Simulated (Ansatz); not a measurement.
# WSe2 under a change: pressure 7.5 GPa

Start from WSe2 (space group P6_3/mmc, No. 194; a = 3.230 Å, c = 12.411 Å; layered, stacked along the Cartesian z axis).

One thing is altered: cell and atoms relaxed at a pressure of 7.5 GPa.

Calculations: PBEsol-D3(BJ) (Ansatz, a first-principles code; PAW; 420 eV plane waves; no spin-orbit coupling). k-mesh 12×12×3 (Γ-centred); smearing 0.05 eV (Fermi–Dirac).

| quantity | base | changed | shift |
|---|---|---|---|
| volume per atom | 18.70 Å³ | 17.28 Å³ | -1.414 Å³ |
| density | 10.12 g/cm³ | 10.95 g/cm³ | +0.83 g/cm³ |
| lattice parameter a | 6.105 bohr | 5.983 bohr | -0.122 bohr |
| c/a ratio | 3.842 | 3.773 | -0.069 |
| band gap | 0.67 eV | 0.39 eV | -0.28 eV |
| gap character | indirect, Γ → K–Γ (47 % along) | indirect, Γ → K–Γ (47 % along) | – |
| smallest direct gap | 1.65 eV | 1.20 eV | -0.45 eV |
| mean gap deformation potential ΔEg/Δln V | – | +3.6 eV | – |
| width of the top valence band | 1.64 eV | 1.74 eV | +0.10 eV |
| valence-band top at Γ (three highest levels, from the VBM) | 0.00, -0.78, -1.48 eV | 0.00, -0.49, -1.47 eV | – |

Spin-orbit coupling, missing from the scalar runs, can matter with W. Load acts through the strain it causes; cell and atoms are relaxed under it. No phonon test of stability was made. Competing high-pressure phases were not computed.
